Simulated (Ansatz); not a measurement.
Take Tl in the hcp (Mg type) structure (space group P6_3/mmc, No. 194; a = 3.5551 Å, c = 5.5165 Å; relaxed with 0.1 eV smearing) as the base.

All numbers come from Ansatz (a first-principles code), r2SCAN, PAW, cutoff 500 eV, without spin-orbit coupling, earlier PAW set.

Base values:

| Quantity | Result |
|---|---|
| Pressure | 0.0 GPa |

It is then changed as follows: an isotropic linear strain of +3.95 %; the atoms relax in the strained cell.

Task: What happens to the pressure?

Result: The pressure (mean of the normal stresses, compression positive) goes from zero to -2.7 GPa.

Task: What does the calculation give for the energy relative to the base after the change?

Result: The energy grows by 36 meV/atom.

No phonon test of stability was made.
